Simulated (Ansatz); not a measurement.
# Sc: pressure 3 GPa

The parent structure is Sc in the hcp (Mg type) structure (space group P6_3/mmc, No. 194; a = 3.319 Å, c = 5.166 Å).

One thing is altered: a hydrostatic pressure of 3 GPa.

Calculations: PBE in Ansatz (plane waves to 420 eV, PAW, without spin-orbit coupling). k-mesh 16×16×9 (Γ-centred); smearing 0.05 eV (Fermi–Dirac).

```tsv
quantity	base	changed	shift
volume per atom	24.65 Å³	23.43 Å³	-1.22 Å³
density	3.03 g/cm³	3.19 g/cm³	+0.16 g/cm³
lattice parameter a	3.319 Å	3.266 Å	-0.0536 Å
c/a ratio	1.556	1.553	-0.003
shortest interatomic distance	3.216 Å	3.160 Å	-0.056 Å
enthalpy H = E + PV relative to the base's energy	–	+0.45 eV/atom	–
band gap	zero	zero	–
```

Load acts through the strain it causes; cell and atoms are relaxed under it. Whether these cells are dynamically stable was not tested. All final runs are without spin polarisation.

Ansatz is a quantum-chemistry and plane-wave program.
